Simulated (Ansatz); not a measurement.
Electronic density of states of amorphous Ti₂₀O₄₅P₂, density 3.45 g/cm³, on a 2×2×2 Γ-centred mesh with a Gaussian width of 0.1 eV; energies count from the Fermi level, whose place inside the gap is arbitrary. Cell and mesh are small, so fine structure isn't converged. Calculation: PBE, scalar-relativistic without spin-orbit coupling (plane waves to 420 eV, PAW; Ansatz, a program for electronic structure). Sampling: a 2×2×2 Γ-centred mesh; Fermi-Dirac width 0.02 eV; no spin polarisation. At PBE the levels at the filled edge of the gap are localised (band-tail or defect states).

A CHGNet melt-quench gave the starting glass, which DFT then relaxed. O atoms were pushed apart under 1.9 Å during the dynamics, to hinder bonds among them. The hot cell started wider than the set density and was brought back towards it in steps. It is the lowest in DFT energy of 2 quenches. It is a model cell: composition and starting density were chosen by hand, and all elements were melted together. No dispersion term was used. Its density started from a set value of 3.45 and ended at 3.45 g/cm³. Cooling (nominally 360 K/ps over its main leg) ran many orders faster than in experiment, which tends to leave more defects and strain. Values belong to this one cell and scatter from quench to quench. The volume was held where the preparation left it and the shape relaxed, at a PBE pressure of 0.4 GPa. On a 2×2×2 Γ-centred mesh force components of up to 0.21 eV/Å stay, since the relaxation ran on the zone centre alone.

```json
[
 {"E - EF (eV)": "-12.00", "states/(eV atom)": "0.00"},
 {"E - EF (eV)": "-11.90", "states/(eV atom)": "0.00"},
 {"E - EF (eV)": "-11.80", "states/(eV atom)": "0.00"},
 {"E - EF (eV)": "-11.70", "states/(eV atom)": "0.00"},
 {"E - EF (eV)": "-11.60", "states/(eV atom)": "0.00"},
 {"E - EF (eV)": "-11.50", "states/(eV atom)": "0.00"},
 {"E - EF (eV)": "-11.40", "states/(eV atom)": "0.00"},
 {"E - EF (eV)": "-11.30", "states/(eV atom)": "0.00"},
 {"E - EF (eV)": "-11.20", "states/(eV atom)": "0.00"},
 {"E - EF (eV)": "-11.10", "states/(eV atom)": "0.00"},
 {"E - EF (eV)": "-11.00", "states/(eV atom)": "0.00"},
 {"E - EF (eV)": "-10.90", "states/(eV atom)": "0.00"},
 {"E - EF (eV)": "-10.80", "states/(eV atom)": "0.00"},
 {"E - EF (eV)": "-10.70", "states/(eV atom)": "0.00"},
 {"E - EF (eV)": "-10.60", "states/(eV atom)": "0.00"},
 {"E - EF (eV)": "-10.50", "states/(eV atom)": "0.00"},
 {"E - EF (eV)": "-10.40", "states/(eV atom)": "0.00"},
 {"E - EF (eV)": "-10.30", "states/(eV atom)": "0.00"},
 {"E - EF (eV)": "-10.20", "states/(eV atom)": "0.00"},
 {"E - EF (eV)": "-10.10", "states/(eV atom)": "0.00"},
 {"E - EF (eV)": "-10.00", "states/(eV atom)": "0.00"},
 {"E - EF (eV)": "-9.90", "states/(eV atom)": "0.00"},
 {"E - EF (eV)": "-9.80", "states/(eV atom)": "0.00"},
 {"E - EF (eV)": "-9.70", "states/(eV atom)": "0.00"},
 {"E - EF (eV)": "-9.60", "states/(eV atom)": "0.00"},
 {"E - EF (eV)": "-9.50", "states/(eV atom)": "0.00"},
 {"E - EF (eV)": "-9.40", "states/(eV atom)": "0.00"},
 {"E - EF (eV)": "-9.30", "states/(eV atom)": "0.02"},
 {"E - EF (eV)": "-9.20", "states/(eV atom)": "0.18"},
 {"E - EF (eV)": "-9.10", "states/(eV atom)": "0.29"},
 {"E - EF (eV)": "-9.00", "states/(eV atom)": "0.10"},
 {"E - EF (eV)": "-8.90", "states/(eV atom)": "0.01"},
 {"E - EF (eV)": "-8.80", "states/(eV atom)": "0.00"},
 {"E - EF (eV)": "-8.70", "states/(eV atom)": "0.00"},
 {"E - EF (eV)": "-8.60", "states/(eV atom)": "0.00"},
 {"E - EF (eV)": "-8.50", "states/(eV atom)": "0.00"},
 {"E - EF (eV)": "-8.40", "states/(eV atom)": "0.00"},
 {"E - EF (eV)": "-8.30", "states/(eV atom)": "0.00"},
 {"E - EF (eV)": "-8.20", "states/(eV atom)": "0.00"},
 {"E - EF (eV)": "-8.10", "states/(eV atom)": "0.00"},
 {"E - EF (eV)": "-8.00", "states/(eV atom)": "0.00"},
 {"E - EF (eV)": "-7.90", "states/(eV atom)": "0.00"},
 {"E - EF (eV)": "-7.80", "states/(eV atom)": "0.00"},
 {"E - EF (eV)": "-7.70", "states/(eV atom)": "0.00"},
 {"E - EF (eV)": "-7.60", "states/(eV atom)": "0.00"},
 {"E - EF (eV)": "-7.50", "states/(eV atom)": "0.00"},
 {"E - EF (eV)": "-7.40", "states/(eV atom)": "0.00"},
 {"E - EF (eV)": "-7.30", "states/(eV atom)": "0.01"},
 {"E - EF (eV)": "-7.20", "states/(eV atom)": "0.10"},
 {"E - EF (eV)": "-7.10", "states/(eV atom)": "0.19"},
 {"E - EF (eV)": "-7.00", "states/(eV atom)": "0.26"},
 {"E - EF (eV)": "-6.90", "states/(eV atom)": "0.26"},
 {"E - EF (eV)": "-6.80", "states/(eV atom)": "0.19"},
 {"E - EF (eV)": "-6.70", "states/(eV atom)": "0.31"},
 {"E - EF (eV)": "-6.60", "states/(eV atom)": "0.15"},
 {"E - EF (eV)": "-6.50", "states/(eV atom)": "0.04"},
 {"E - EF (eV)": "-6.40", "states/(eV atom)": "0.13"},
 {"E - EF (eV)": "-6.30", "states/(eV atom)": "0.12"},
 {"E - EF (eV)": "-6.20", "states/(eV atom)": "0.02"},
 {"E - EF (eV)": "-6.10", "states/(eV atom)": "0.02"},
 {"E - EF (eV)": "-6.00", "states/(eV atom)": "0.12"},
 {"E - EF (eV)": "-5.90", "states/(eV atom)": "0.27"},
 {"E - EF (eV)": "-5.80", "states/(eV atom)": "0.41"},
 {"E - EF (eV)": "-5.70", "states/(eV atom)": "0.53"},
 {"E - EF (eV)": "-5.60", "states/(eV atom)": "0.58"},
 {"E - EF (eV)": "-5.50", "states/(eV atom)": "0.58"},
 {"E - EF (eV)": "-5.40", "states/(eV atom)": "0.61"},
 {"E - EF (eV)": "-5.30", "states/(eV atom)": "0.77"},
 {"E - EF (eV)": "-5.20", "states/(eV atom)": "0.87"},
 {"E - EF (eV)": "-5.10", "states/(eV atom)": "0.96"},
 {"E - EF (eV)": "-5.00", "states/(eV atom)": "1.02"},
 {"E - EF (eV)": "-4.90", "states/(eV atom)": "1.00"},
 {"E - EF (eV)": "-4.80", "states/(eV atom)": "1.00"},
 {"E - EF (eV)": "-4.70", "states/(eV atom)": "1.04"},
 {"E - EF (eV)": "-4.60", "states/(eV atom)": "1.04"},
 {"E - EF (eV)": "-4.50", "states/(eV atom)": "0.93"},
 {"E - EF (eV)": "-4.40", "states/(eV atom)": "0.92"},
 {"E - EF (eV)": "-4.30", "states/(eV atom)": "0.93"},
 {"E - EF (eV)": "-4.20", "states/(eV atom)": "0.89"},
 {"E - EF (eV)": "-4.10", "states/(eV atom)": "0.84"},
 {"E - EF (eV)": "-4.00", "states/(eV atom)": "0.85"},
 {"E - EF (eV)": "-3.90", "states/(eV atom)": "0.91"},
 {"E - EF (eV)": "-3.80", "states/(eV atom)": "0.87"},
 {"E - EF (eV)": "-3.70", "states/(eV atom)": "0.80"},
 {"E - EF (eV)": "-3.60", "states/(eV atom)": "0.83"},
 {"E - EF (eV)": "-3.50", "states/(eV atom)": "0.85"},
 {"E - EF (eV)": "-3.40", "states/(eV atom)": "0.76"},
 {"E - EF (eV)": "-3.30", "states/(eV atom)": "0.73"},
 {"E - EF (eV)": "-3.20", "states/(eV atom)": "0.81"},
 {"E - EF (eV)": "-3.10", "states/(eV atom)": "0.85"},
 {"E - EF (eV)": "-3.00", "states/(eV atom)": "0.87"},
 {"E - EF (eV)": "-2.90", "states/(eV atom)": "0.84"},
 {"E - EF (eV)": "-2.80", "states/(eV atom)": "0.83"},
 {"E - EF (eV)": "-2.70", "states/(eV atom)": "0.79"},
 {"E - EF (eV)": "-2.60", "states/(eV atom)": "0.85"},
 {"E - EF (eV)": "-2.50", "states/(eV atom)": "0.90"},
 {"E - EF (eV)": "-2.40", "states/(eV atom)": "0.92"},
 {"E - EF (eV)": "-2.30", "states/(eV atom)": "0.91"},
 {"E - EF (eV)": "-2.20", "states/(eV atom)": "0.89"},
 {"E - EF (eV)": "-2.10", "states/(eV atom)": "0.94"},
 {"E - EF (eV)": "-2.00", "states/(eV atom)": "0.90"},
 {"E - EF (eV)": "-1.90", "states/(eV atom)": "0.90"},
 {"E - EF (eV)": "-1.80", "states/(eV atom)": "0.90"},
 {"E - EF (eV)": "-1.70", "states/(eV atom)": "0.79"},
 {"E - EF (eV)": "-1.60", "states/(eV atom)": "0.67"},
 {"E - EF (eV)": "-1.50", "states/(eV atom)": "0.53"},
 {"E - EF (eV)": "-1.40", "states/(eV atom)": "0.37"},
 {"E - EF (eV)": "-1.30", "states/(eV atom)": "0.22"},
 {"E - EF (eV)": "-1.20", "states/(eV atom)": "0.20"},
 {"E - EF (eV)": "-1.10", "states/(eV atom)": "0.10"},
 {"E - EF (eV)": "-1.00", "states/(eV atom)": "0.01"},
 {"E - EF (eV)": "-0.90", "states/(eV atom)": "0.00"},
 {"E - EF (eV)": "-0.80", "states/(eV atom)": "0.00"},
 {"E - EF (eV)": "-0.70", "states/(eV atom)": "0.00"},
 {"E - EF (eV)": "-0.60", "states/(eV atom)": "0.00"},
 {"E - EF (eV)": "-0.50", "states/(eV atom)": "0.00"},
 {"E - EF (eV)": "-0.40", "states/(eV atom)": "0.00"},
 {"E - EF (eV)": "-0.30", "states/(eV atom)": "0.00"},
 {"E - EF (eV)": "-0.20", "states/(eV atom)": "0.00"},
 {"E - EF (eV)": "-0.10", "states/(eV atom)": "0.00"},
 {"E - EF (eV)": "0.00", "states/(eV atom)": "0.00"},
 {"E - EF (eV)": "0.10", "states/(eV atom)": "0.00"},
 {"E - EF (eV)": "0.20", "states/(eV atom)": "0.00"},
 {"E - EF (eV)": "0.30", "states/(eV atom)": "0.00"},
 {"E - EF (eV)": "0.40", "states/(eV atom)": "0.00"},
 {"E - EF (eV)": "0.50", "states/(eV atom)": "0.00"},
 {"E - EF (eV)": "0.60", "states/(eV atom)": "0.00"},
 {"E - EF (eV)": "0.70", "states/(eV atom)": "0.00"},
 {"E - EF (eV)": "0.80", "states/(eV atom)": "0.00"},
 {"E - EF (eV)": "0.90", "states/(eV atom)": "0.00"},
 {"E - EF (eV)": "1.00", "states/(eV atom)": "0.01"},
 {"E - EF (eV)": "1.10", "states/(eV atom)": "0.09"},
 {"E - EF (eV)": "1.20", "states/(eV atom)": "0.16"},
 {"E - EF (eV)": "1.30", "states/(eV atom)": "0.17"},
 {"E - EF (eV)": "1.40", "states/(eV atom)": "0.39"},
 {"E - EF (eV)": "1.50", "states/(eV atom)": "0.62"},
 {"E - EF (eV)": "1.60", "states/(eV atom)": "0.75"},
 {"E - EF (eV)": "1.70", "states/(eV atom)": "0.89"},
 {"E - EF (eV)": "1.80", "states/(eV atom)": "0.95"},
 {"E - EF (eV)": "1.90", "states/(eV atom)": "0.98"},
 {"E - EF (eV)": "2.00", "states/(eV atom)": "0.92"},
 {"E - EF (eV)": "2.10", "states/(eV atom)": "0.82"},
 {"E - EF (eV)": "2.20", "states/(eV atom)": "0.83"},
 {"E - EF (eV)": "2.30", "states/(eV atom)": "0.87"},
 {"E - EF (eV)": "2.40", "states/(eV atom)": "0.81"},
 {"E - EF (eV)": "2.50", "states/(eV atom)": "0.79"},
 {"E - EF (eV)": "2.60", "states/(eV atom)": "0.74"}
]
```

The level gap on this mesh is 2.31 eV; the broadening fills part of it in the curve.
